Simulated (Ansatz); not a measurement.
Input and output of a self-consistent single point for LaPt5 (P6/mmm, 6 atoms in the cell) (Ansatz, a first-principles code).

Method: LDA (PW92), PAW files made with PBE (plane waves; Ansatz).

The change in words: lattice scaled by 0.98. Reference geometry:
```xyz
6
Lattice="5.4286 0.0000 0.0000 -2.7143 4.7013 0.0000 0.0000 0.0000 4.3933" Properties=species:S:1:pos:R:3 pbc="T T T"
La     0.0000     0.0000     0.0000
Pt     0.0000     3.1342     0.0000
Pt     2.7143     1.5671     0.0000
Pt     2.7143     0.0000     2.1967
Pt     1.3571     2.3506     2.1967
Pt    -1.3571     2.3506     2.1967
```

Reference input (self-consistent single point, DFT, LDA (PW92), plane waves, PAW files made with PBE): kpoints.mp_grid.grid = 6 6 7; hamiltonian.xc = lda; hamiltonian.pseudopotentials = {kind: paw} (the program's default PAW files); scf.occupations.method = gaussian; scf.occupations.width = 0.0073 Ry. This run's input differs from it in these lines:

```diff
@@ -3,5 +3,5 @@
   lattice:
-    - [5.428550, 0.000000, 0.000000]
-    - [-2.714275, 4.701262, 0.000000]
-    - [0.000000, 0.000000, 4.393330]
+    - [5.319979, 0.000000, 0.000000]
+    - [-2.659990, 4.607237, 0.000000]
+    - [0.000000, 0.000000, 4.305463]
   atoms:
```

Output, abridged:

```
SCF iter   1: F=—  HF=-67342.149781 eV  |F-HF|=—  |Δ(HF+E_count)|=         —  Δρ=9.16e-1  dr2=1.62e3  ethr=3.10e-3  ⟨swp⟩=5.1  Hψ=5302  notcnv=0
all-band conjugate gradients solve this SCF's bands
preconditioner: auto → Kerker (q_TF=auto, 2.708 Å⁻¹)
SCF iter   2: F=—  HF=-67314.043211 eV  |F-HF|=—  |Δ(HF+E_count)|=    2.81e1  Δρ=8.32e-2  dr2=1.73e1  ethr=3.10e-3  ⟨swp⟩=3.1  Hψ=3644  notcnv=0  defer=59
   [... lines left out ...]
SCF iter  14: F=—  HF=-67312.096394 eV  |F-HF|=—  |Δ(HF+E_count)|=   1.20e-4  Δρ=1.67e-4  dr2=6.50e-5  ethr=4.50e-7  ⟨swp⟩=2.0  Hψ=2357  notcnv=0  defer=90
SCF iter  15: F=—  HF=-67312.096384 eV  |F-HF|=—  |Δ(HF+E_count)|=   1.08e-5  Δρ=2.06e-5  dr2=1.30e-6  ethr=6.43e-8  ⟨swp⟩=2.0  Hψ=2509  notcnv=0  defer=90
SCF iter  16: F=—  HF=-67312.096383 eV  |F-HF|=—  |Δ(HF+E_count)|=   4.06e-7  Δρ=6.41e-6  dr2=1.56e-7  ethr=1.29e-9  ⟨swp⟩=2.0  Hψ=2563  notcnv=0  defer=89
SCF iter  17: F=-67312.096383 eV  HF=-67312.096383 eV  |F-HF|=3.64e-9  |Δ(HF+E_count)|=   3.72e-8  Δρ=2.07e-6  dr2=5.40e-9  ethr=9.90e-11  ⟨swp⟩=10.6  Hψ=8147  notcnv=0
SCF 1 converged in 17 iterations: F = -67312.096383 eV  dr2 = 5.40e-9
Free energy (F): -67312.096383 eV
Internal energy: -67312.075345 eV  (E = F + TS)
E sigma→0 (E₀):  -67312.085864 eV
Entropy (-TS):   -0.021038 eV (-3.506 meV/atom)
Fermi energy:    20.322715 eV
--- Forces (eV/Å), atoms counted from 1 ---
  atom   1  La    -0.00000000    -0.00000000     0.00000000
   [... zero for the other atoms too ...]
--- Stress (GPa, compression-positive) ---
        4.227674      -0.000000       0.000000
       -0.000000       4.227674      -0.000000
        0.000000      -0.000000       4.566502
  P = ⅓ Tr σ = 4.3406 GPa (43.406 kbar)
  The stress holds the Pulay correction. Without it, at fixed plane waves, as pw.x and ABINIT print it: P = 4.2931 GPa
```

The run converged in 17 iterations. Against the reference run the free energy drops by 15.9 meV/atom and the pressure goes from -8.20 to 4.34 GPa.

The starting cell comes from a database of computed structures (which also holds hypothetical and non-ambient phases and stackings), without a prior relaxation at this level. For this run, on top of that: lattice scaled by 0.98. Spin polarisation is off. With a pressure of about 4 GPa the cell is away from its equilibrium volume at this level. Ansatz's pressure includes its estimate of the finite-basis (Pulay) stress.

Keys are those of Ansatz 0.2.
